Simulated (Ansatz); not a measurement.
## Si under load (space group Fd-3m): band-edge transport data

```
CELL_PARAMETERS angstrom
      0.00000     2.77765     2.77765
      2.77765     0.00000     2.77765
      2.77765     2.77765     0.00000
ATOMIC_POSITIONS crystal
  Si 0.00000 0.00000 0.00000
  Si 0.25000 0.25000 0.25000
```

Calculation: r2SCAN with spin-orbit coupling, rigid bands (plane waves, PAW; Ansatz, a first-principles code). Condition of this run: hydrostatic pressure of -5.4 GPa (compression positive) (the target of the relaxation). How the cell was made: cell and atoms relaxed with PBEsol, then loaded as said.

The band gap is 0.85 eV and the electron conductivity mass (300 K, dilute) is 0.29 mₑ. The hole conductivity mass (300 K, dilute) is 0.35 mₑ and the effective density of states N_c (300 K) comes out as 3.0e19 cm⁻³. The effective density of states N_v (300 K) is 2.1e19 cm⁻³. The density-of-states mass, electrons is 1.13 mₑ and the density-of-states mass, holes comes out as 0.88 mₑ. The Seebeck coefficient, n-type 1e19 cm⁻³, 300 K is -310 μV/K. The best n-type power factor at 300 K for τ = 10 fs (best axis; densities from 1e16 to 1e21 cm⁻³ tried, whether or not they can be reached) comes out as 16.7 μW/(cm·K²) at 1e20 cm⁻³. The Seebeck coefficient, p-type 1e19 cm⁻³, 300 K comes out as 311 μV/K. The best p-type power factor at 300 K for τ = 10 fs (best axis; densities from 1e16 to 1e21 cm⁻³ tried, whether or not they can be reached) is 15.2 μW/(cm·K²) at 1e20 cm⁻³.

Rigid bands; masses and Seebeck coefficients take one relaxation time τ for all states and one kind of carrier; polarons and phonon drag are left out. Geometry: cell and atoms relaxed with PBEsol.
